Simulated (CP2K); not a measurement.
One base run on As (R-3m, 2 atoms in the cell) and variants with one or two settings moved

```xyz
2
Lattice="4.3586 0.0000 0.0000 2.6907 3.4289 0.0000 2.6907 1.3088 3.1693" Properties=species:S:1:pos:R:3 pbc="T T T"
As     2.1859     1.0633     0.7113
As     7.5540     3.6744     2.4580
```

Base run A: PBE, GPW, DZVP-MOLOPT-SR-GTH basis, GTH-PBE potentials (GTH_POTENTIALS) run with CP2K, self-consistent single point.

Its settings: CUTOFF = 400 Ry; REL_CUTOFF = 60 Ry; SMEAR/METHOD = METHFESSEL_PAXTON; SIGMA = 0.2 eV; KPOINTS/SCHEME = MONKHORST-PACK 7 7 7; XC_FUNCTIONAL = PBE; As/BASIS_SET = DZVP-MOLOPT-SR-GTH-q5; As/POTENTIAL = GTH-PBE-q5; METHOD = GPW; EPS_DEFAULT = 1e-10; NGRIDS = 4; SCF_GUESS = ATOMIC; EPS_SCF = 1e-06; MAX_SCF = 100; ADDED_MOS = 4; MIXING/METHOD = BROYDEN_MIXING; MIXING/ALPHA = 0.3; MIXING/NBUFFER = 8.

The starting cell comes from a database of computed structures (which also holds hypothetical and non-ambient phases and stackings), without a prior relaxation at this level. Its lattice was rescaled by a random factor within 2.5 % of one. Values carry the incompleteness of an atom-centred basis.

ΔF is the free energy per atom less that of run A. A dash stands where there is no value to compare (another energy zero or no entropy term, no result, no spin, no clean gap, or a mesh too coarse for one). Total energies depend on the potentials, the functional and any Hubbard or dispersion term, so they are compared only between runs that share all of them.

Runs:
- B: KPOINTS/SCHEME: MONKHORST-PACK 7 7 7 → MONKHORST-PACK 4 4 4
- C: XC_FUNCTIONAL: PBE → GGA_X_WC + GGA_C_PBE [Wu-Cohen GGA]
- D: XC_FUNCTIONAL: PBE → GGA_X_OPTB88_VDW + PW92; NON_LOCAL/TYPE: default → DRSLL; NON_LOCAL/CUTOFF: default → 100 Ry [optB88-vdW]
- E: EPS_SCF: 1e-06 → 1e-10
- F: CUTOFF: 400 Ry → 600 Ry
- G: KPOINTS/SCHEME: MONKHORST-PACK 7 7 7 → MACDONALD 8 8 8 0.0625 0.0625 0.0625
- H: PAIR_POTENTIAL/TYPE: default → DFTD2; REFERENCE_FUNCTIONAL: default → PBE; R_CUTOFF: default → 15 angstrom [PBE-D2]
- I: ADDED_MOS: 4 → 21
- J: SIGMA: 0.2 eV → 0.3 eV; KPOINTS/SCHEME: MONKHORST-PACK 7 7 7 → MONKHORST-PACK 5 5 5
- K: MIXING/BETA: default → 0.1 1/bohr
- L: EPS_SCF: 1e-06 → 0.001
- M: XC_SMOOTH_RHO: default → NN50; XC_DERIV: default → NN50_SMOOTH

```
run  ΔF (meV/atom)  pressure (GPa)  largest force (eV/Å)  k-points
---  -------------  --------------  --------------------  --------
A             0.00           -0.96                 0.043       172
B            -13.3           -0.67                 0.051        32
C                –           -2.55                 0.154       172
D                –            0.25                 0.145       172
E             0.00           -0.96                 0.043       172
F             0.00           -0.96                 0.043       172
G              4.3           -0.86                 0.061       260
H                –           -3.04                 0.088       172
I             0.00           -0.96                 0.043       172
J             -8.3           -1.12                 0.060        63
K             0.00           -0.96                 0.043       172
L             0.00           -0.96                 0.043       172
M             20.6           -1.06                 0.047       172
```

Run G against A: The free energy goes up by 4.3 meV/atom, the pressure goes from -0.96 to -0.86 GPa and the largest force goes from 0.043 to 0.061 eV/Å.

Run H against A: The pressure goes from -0.96 to -3.04 GPa and the largest force goes from 0.043 to 0.088 eV/Å.

Run J against A: The free energy falls by 8.3 meV/atom, the pressure goes from -0.96 to -1.12 GPa and the largest force goes from 0.043 to 0.060 eV/Å.
